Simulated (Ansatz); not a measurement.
An Ansatz (a quantum-chemistry and plane-wave program) run: Mg2Si; DFT with PBEsol, PAW potentials and a 420 eV plane-wave cutoff in Ansatz, no spin-orbit coupling.

Input:

Ansatz 0.2 input:
```yaml
crystal:
  lattice:
    - [0, 3.1630463299, 3.1630463299]
    - [3.1630463299, 0, 3.1630463299]
    - [3.1630463299, 3.1630463299, 0]
  atoms:
    - { symbol: Si, position: [0, 0, 0] }
    - { symbol: Mg, position: [0.25, 0.25, 0.25] }
    - { symbol: Mg, position: [0.75, 0.75, 0.75] }
basis: { ecutwfc: 420, ecutrho_ratio: 4, xc_grid: 2, fft_grid_basis: typed }
kpoints: { mp_grid: { grid: [13, 13, 13] } }
hamiltonian:
  xc: pbesol
  dispersion: none
  pseudopotentials: { kind: paw }
scf: { occupations: { method: fermi_dirac, width: 0.05 }, convergence: { dr2_threshold: 0.0000000003 } }
output: { forces: true, stress: true }
```

Output (explanatory and most iteration lines left out):

```
Pseudopotential: Si, paw, valence charge 4
Pseudopotential: Mg, paw, valence charge 10
Crystal: 3 atoms, lattice volume = 63.292 Å³
Basis set: ecut = 420 eV, 1243 PW (Γ), exchange–correlation on 60×60×60 points (8 copies of the dense FFT grid, shifted against one another)
Bands: 16, of which v1, the nominal top of the filled ones, is band 12 counted from 1 (11 counted from 0)
Symmetry: 48 space group operations
Space group: Fm-3m (ITA 225), of the structure as read, at distance tolerance 4.0e-5 Å
k-points: 84 of 2197
Functional: x = pbesol(κ = 0.804, μ = 0.12345679012345678), c = pbesol(β = 0.046)
SCF iter   1: F=—  HF=-4446.085150 eV  |F-HF|=—  |Δ(HF+E_count)|=         —  Δρ=6.06e-3  dr2=5.70e-2  ethr=1.77e-3  ⟨swp⟩=5.3  Hψ=6777  notcnv=0
SCF iter   2: F=—  HF=-4446.073136 eV  |F-HF|=—  |Δ(HF+E_count)|=   1.20e-2  Δρ=3.84e-3  dr2=2.43e-2  ethr=2.38e-4  ⟨swp⟩=1.3  Hψ=2068  notcnv=0
SCF 1 converged in 9 iterations: F = -4446.066541 eV  dr2 = 3.30e-11
SCF converged after 9 iterations
Free energy (F): -4446.066541 eV
Internal energy: -4446.065830 eV  (E = F + TS)
E sigma→0 (E₀):  -4446.066185 eV
Entropy (-TS):   -0.000712 eV (-0.237 meV/atom)
Fermi energy:    6.029852 eV
--- Forces (eV/Å), atoms counted from 1 ---
  atom   1  Si    -0.00000000     0.00000000    -0.00000000
  atom   2  Mg     0.00000000     0.00000000    -0.00000000
  atom   3  Mg     0.00000000    -0.00000000     0.00000000
--- Stress (GPa, compression-positive) ---
       -0.006201      -0.000000      -0.000000
       -0.000000      -0.006201      -0.000000
        0.000000       0.000000      -0.006201
  P = ⅓ Tr σ = -0.0062 GPa (-0.062 kbar)
```

Whether these cells are dynamically stable was not tested. The cell is Mg2Si (space group Fm-3m, No. 225).
